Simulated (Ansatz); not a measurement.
We consider CaO (model structure, started from the CsCl type, Pm-3m, No. 221, 2 atoms in the cell), described by G0W0@PBEsol (hard PAW, contour deformation; Ansatz, an electronic-structure program).

The cell is the one relaxed with PBEsol. Conventional cell: a = 2.8882 Å, b = 2.8882 Å, c = 2.8882 Å, α = 90.00°, β = 90.00°, γ = 90.00°.

The quasiparticle gap at Γ at a fixed k mesh 2×2×2:

| response cutoff | value (eV) |
|---|---|
| 250 eV, 397 empty bands | 4.310 |
| 300 eV, 522 empty bands | 4.346 |
| 400 eV, 804 empty bands | 4.385 |
| 500 eV, 1124 empty bands | 4.408 |

**Question.** Taking the value to converge with the response cutoff E as E^(−3/2), extrapolate from the last two rows.

**Answer.** With y = y∞ + c/w and weights w = 8000 and 11180 for the last two rows, y∞ = (w2 y2 − w1 y1)/(w2 − w1) = (11180 × 4.408 − 8000 × 4.385)/3180 = 4.466 eV, which lies 0.058 beyond the last row. Successive pairs of rows give 4.460, 4.457, 4.466. The limit also hangs on the law assumed, so its last digits aren't firm.

The other settings are not extrapolated, so this is the limit in one setting alone.

At the last cutoff the smallest gap on this mesh is 4.06 eV, with an edge away from Γ.

A model structure was made by putting elements into a prototype or built by hand; it is no filed structure, need not be a known phase, and can be a saddle point held by its symmetry.
